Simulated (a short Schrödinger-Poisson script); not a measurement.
## Symmetric double-gate stack, Si3N4 on p-type Si(100)

Structure: symmetric double-gate stack, Si3N4 on p-type Si(100), at 300 K.

```tsv
layer	material	thickness (nm)	Na (cm⁻³)
1	Si3N4	1.4	-
2	Si	20	1e17
3	Si3N4	1.4	-
```

Constants are typed, rounded textbook-type inputs, not results; the design itself was drawn at random and stands for no fabricated device. Si3N4: permittivity 7.5, conduction-band edge (eV) 1.95, gap (eV) 5.1, electron mass (mₑ) 0.5. Si: permittivity 11.7, conduction-band edge (eV) 0, gap (eV) 1.124, Nv at 300 K (cm⁻³) 3.1e19.

Channel valleys (confinement mass, in-plane density-of-states mass, number): Δ2 0.916, 0.19, 2; Δ4 0.19, 0.417, 4. At the gates, both at one voltage, the conduction-band edge of layer 1 lies 2.35 eV − eVg above the Fermi level of the channel. Gaps are held at their typed values at every temperature. Mesh 0.03 nm at interfaces.

From a short Schrödinger-Poisson script (our own, NumPy): 1D Poisson equation in equilibrium, electrons quantum, Hartree (BenDaniel-Duke, 12 states a valley, the channel's in-plane mass for all, wave functions free to enter the dielectric), parabolic valleys, classical holes, full ionisation, no traps, pinning or gate leakage.

```csv
Vg (V),electrons (cm⁻²),C (μF/cm²),Δ2 E0 (meV),Δ2 E1 (meV),Δ4 E0 (meV),Δ4 E1 (meV)
0.1,2.93e8,< 0.003,310.9,312.7,314.4,326.6
0.15,2.02e9,0.0127,261.0,262.8,264.5,276.6
0.2,1.37e10,0.0841,211.6,213.3,215.1,227.2
0.25,8.31e10,0.453,165.0,166.4,168.8,180.3
0.3,3.53e11,1.36,127.3,127.8,132.4,142.2
0.35,9.33e11,2.35,99.3,99.4,109.1,116.1
0.4,1.79e12,3.15,77.8,77.8,94.0,98.4
0.45,2.88e12,3.81,60.7,60.7,83.0,85.6
0.5,4.15e12,4.34,46.7,46.7,74.4,76.0
0.55,5.58e12,4.77,35.0,35.0,67.5,68.5
0.6,7.12e12,5.11,25.1,25.1,61.7,62.3
0.65,8.76e12,5.38,16.4,16.4,56.7,57.2
0.7,1.05e13,5.61,8.6,8.6,52.3,52.7
0.75,1.23e13,5.80,1.6,1.6,48.5,48.7
0.8,1.41e13,5.96,-4.9,-4.9,45.0,45.2
0.85,1.60e13,6.10,-10.9,-10.9,41.7,41.9
0.9,1.79e13,6.22,-16.5,-16.5,38.7,38.9
0.95,1.98e13,6.33,-21.8,-21.8,35.9,36.0
1,2.18e13,6.42,-26.9,-26.9,33.2,33.3
1.05,2.39e13,6.50,-31.7,-31.7,30.7,30.7
1.1,2.59e13,6.58,-36.4,-36.4,28.2,28.2
```

Subbands count from the Fermi level. The capacitance is that of both gates.
